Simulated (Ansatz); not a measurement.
## HfN: alloy series

The parent structure is HfN in the rock salt structure (space group Fm-3m, No. 225; a = 4.502 Å).

The other end (x = 1) is TaN in the rock salt structure (space group Fm-3m, No. 225): 10.47 Å³/atom, gap zero; this end may not be an ambient phase.

Ta replaces a fraction x of Hf; each row is one arrangement (x, atoms in the cell, starting space group or random), fully relaxed.

Computed with DFT with PBEsol, PAW potentials and a 420 eV plane-wave cutoff in Ansatz (a first-principles code), without spin-orbit coupling.

Notes on the quantities. mixing energy: to 0.01 eV only: unlike meshes or grids.

```json
[
 {"change": "base", "mixing energy": "–", "volume per atom": "11.40 Å³"},
 {"change": "x(Ta) = 0.5, 4 atoms, P4/mmm", "mixing energy": "0.00 eV/atom", "volume per atom": "10.91 Å³"},
 {"change": "x(Ta) = 0.75, 8 atoms, I4/mmm", "mixing energy": "0.00 eV/atom", "volume per atom": "10.68 Å³"},
 {"change": "x(Ta) = 0.75, 8 atoms, Cmmm", "mixing energy": "-0.01 eV/atom", "volume per atom": "10.68 Å³"},
 {"change": "x(Ta) = 0.75, 8 atoms, Pmmm", "mixing energy": "0.00 eV/atom", "volume per atom": "10.68 Å³"}
]
```

These are small ordered cells, not random alloys; other orderings at the same x differ. No phonon test of stability was made. All final runs are without spin polarisation. An odd electron count without spin: HfTaN2, HfN and HfTa3N4. This is not the structure that TaN has at room temperature and ambient pressure.
